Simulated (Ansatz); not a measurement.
We consider MoPt₃ (Pmm2, No. 25, 4 atoms in the cell; start mp-1221420), described by r²SCAN in Ansatz (plane waves, PAW).

Settings: plane-wave cutoff 560 eV, 20×12×12 k mesh (along the axes of the cell as run), Fermi–Dirac smearing 0.05 eV, no spin polarisation, scalar-relativistic PAW data made under PBE.

Cell (relaxed at this level):

```
CELL_PARAMETERS angstrom
      2.76748     0.00000     0.00000
      0.00000     4.53213     0.00000
      0.00000     0.00000     4.86026
ATOMIC_POSITIONS crystal
  Mo 0.00000 0.00000 0.15677
  Pt 0.50000 0.50000 0.33967
  Pt 0.50000 0.00000 0.65563
  Pt 0.00000 0.50000 0.84793
```

### Question
Predict the bulk modulus.

### Answer

bulk modulus: 283 GPa

Note: the run has no spin polarisation, so it can have missed a magnetic state; the bulk modulus is −V dP/dV from two relaxed cells at ±2 % in volume; the relaxation could not lower the start's symmetry, so the cell can be a saddle point above a distorted one.

Spin–orbit coupling is not included.

Computed values are for the static lattice.

A start named mp-… is a Materials Project structure, which need not be a measured phase.

Ansatz is a program for electronic structure.
